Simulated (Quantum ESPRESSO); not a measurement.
Input and output of a self-consistent single point for IrRu (P1, 2 atoms in the cell) (Quantum ESPRESSO).

Level of theory: LDA (PZ), GBRV 1.5 ultrasoft (LDA) pseudopotentials (plane waves; Quantum ESPRESSO).

```
IrRu
1.0
    2.72491     0.00000     0.00000
   -1.36245     2.35984     0.00000
    0.00000     0.00000     4.33070
Ru Ir
1 1
Direct
  0.64266   0.33724   0.00432
  0.02401   0.99609   0.49568
```

Reference input (self-consistent single point, DFT, PBEsol, plane waves, GBRV 1.5 ultrasoft (PBESOL) pseudopotentials): ecutwfc = 40 Ry; ecutrho = 320 Ry; occupations = smearing; smearing = fermi-dirac; degauss = 0.0099958 Ry; potentials = {Ru: ru_pbesol_v1.2.uspp.F.UPF, Ir: ir_pbesol_v1.2.uspp.F.UPF}; K_POINTS = automatic 11 11 6 0 0 0; conv_thr = 1e-09 Ry; mixing_beta = 0.4. This run's input differs from it in these lines:

```diff
@@ -23,4 +23,4 @@
 ATOMIC_SPECIES
-Ru   101.0700  ru_pbesol_v1.2.uspp.F.UPF
-Ir   192.2170  ir_pbesol_v1.2.uspp.F.UPF
+Ru   101.0700  ru_lda_v1.2.uspp.F.UPF
+Ir   192.2170  ir_lda_v1.2.uspp.F.UPF
 CELL_PARAMETERS angstrom
```

The program printed (abridged):

```
     Self-consistent Calculation

     iteration #  1     ecut=    40.00 Ry     beta= 0.40

     negative rho (up, down):  3.804E-01 0.000E+00

     total energy              =    -375.06791230 Ry
     estimated scf accuracy    <       3.89595755 Ry

     iteration #  2     ecut=    40.00 Ry     beta= 0.40

     negative rho (up, down):  3.921E-01 0.000E+00

     total energy              =    -375.34902647 Ry
     estimated scf accuracy    <       8.94895746 Ry

     iteration #  3     ecut=    40.00 Ry     beta= 0.40

     negative rho (up, down):  3.792E-01 0.000E+00

     total energy              =    -376.30111924 Ry
     estimated scf accuracy    <       0.14160033 Ry

   [... 7 blocks of this kind left out ...]

     iteration # 11     ecut=    40.00 Ry     beta= 0.40

     negative rho (up, down):  3.768E-01 0.000E+00

     total energy              =    -376.32534522 Ry
     estimated scf accuracy    <          1.6E-09 Ry

     iteration # 12     ecut=    40.00 Ry     beta= 0.40

     negative rho (up, down):  3.768E-01 0.000E+00
     End of self-consistent calculation

     Number of k-points >= 100: set verbosity='high' to print the bands.

     the Fermi energy is    24.0248 ev

!    total energy              =    -376.32534522 Ry
     estimated scf accuracy    <          1.0E-10 Ry
     smearing contrib. (-TS)   =      -0.00804774 Ry
     internal energy E=F+TS    =    -376.31729747 Ry

     convergence has been achieved in  12 iterations

     negative rho (up, down):  3.768E-01 0.000E+00

     Forces acting on atoms (cartesian axes, Ry/au):

     atom    1 type  1   force =     0.03848371   -0.00731503   -0.01760993
     atom    2 type  2   force =    -0.03848371    0.00731503    0.01760993

     Total force =     0.060739     Total SCF correction =     0.000010

     negative rho (up, down):  3.768E-01 0.000E+00
          total   stress  (Ry/bohr**3)                   (kbar)     P=     -105.83
  -0.00076254   0.00009228  -0.00006632         -112.17       13.58       -9.76
   0.00009228  -0.00076196  -0.00000012           13.58     -112.09       -0.02
  -0.00006632  -0.00000012  -0.00063372           -9.76       -0.02      -93.22

   JOB DONE.
```

The run converged in 12 iterations. Against the reference run the pressure goes from -5.04 to -10.58 GPa and the largest force goes from 1.127 to 1.104 eV/Å.

The starting cell comes from a database of computed structures (which also holds hypothetical and non-ambient phases and stackings), without a prior relaxation at this level. Its atoms were displaced at random from the sites of space group no. 187. Spin polarisation is off. With a pressure of about -11 GPa the cell is away from its equilibrium volume at this level. Forces in this geometry exceed 1 eV/Å.

Cost on one core of a shared machine: roughly 3 min.
